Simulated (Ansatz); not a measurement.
Take PbS in the rock salt structure (space group Fm-3m, No. 225; a = 5.975 Å) as the base. Axes: x, y, z lie along the cube axes.

Level of theory: plane-wave PAW DFT at the r2SCAN level (Ansatz, a first-principles code, 500 eV), no SOC.

For the base:

The valley order is L along ⟨111⟩ 0.69 eV; a point along ⟨110⟩, about 0.6 Å⁻¹ from Γ 1.58 eV.

One thing is altered: compressive biaxial strain of 0.50 % in the plane normal to [001], as in epitaxy on a mismatched substrate; the out-of-plane cell vector and the atoms relax.

Q: Predict the new out-of-plane strain.

A: The out-of-plane strain comes out as +0.12 %.

Q: Predict the new valley order.

A: The valley order (the lowest conduction-band minima on the path, energy above the VBM, named in the base's zone) goes from L along ⟨111⟩ 0.69 eV; a point along ⟨110⟩, about 0.6 Å⁻¹ from Γ 1.58 eV to L along [1-1-1] 0.66 eV; a point along [1-10], about 0.6 Å⁻¹ from Γ 1.57 eV.

Q: What happens to the in-plane stress?

A: The mean in-plane stress (compression positive) amounts to +0.8 GPa.

Spin-orbit coupling, missing from the scalar runs, can matter with Pb. The levels and masses belong to the bands next to the band gap. No phonon test of stability was made.
